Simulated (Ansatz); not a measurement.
LiNbO3: point defects

Base system: a 10-atom supercell of LiNbO3 (space group R3c, No. 161; a = 5.190 Å, c = 14.016 Å (hexagonal axes)) at its relaxed geometry.

One neutral defect a cell, atoms relaxed at fixed cell.

Calculations: PBE, PAW, 420 eV (Ansatz, a first-principles code; no spin-orbit coupling), earlier PAW set.

Candidates:
(a) Nb on a Li site (antisite)
(b) Zr on a Nb site
(c) Nb vacancy
(d) Cu on a Nb site

Base values:

- Pressure = 0.0 GPa

**Question.** Order them by pressure, highest first.

**Answer.** (a) Nb on a Li site (antisite) (7.6 GPa), (c) Nb vacancy (6.7 GPa), (b) Zr on a Nb site (4.6 GPa), (d) Cu on a Nb site (-7.6 GPa)

In so small a cell the defect repeats every few ångströms: this is an ordered compound, not a dilute defect. The mesh was chosen for an insulator and is coarse for the gapless case. Seeded moments were not kept for Nb on a Li site (antisite) and Cu on a Nb site. No Hubbard U is applied and the magnetic state is the run's own (Li2NbCuO6 without a net moment); small cells can't hold the antiferromagnetic order that many such compounds have, so gaps and moments can be off.
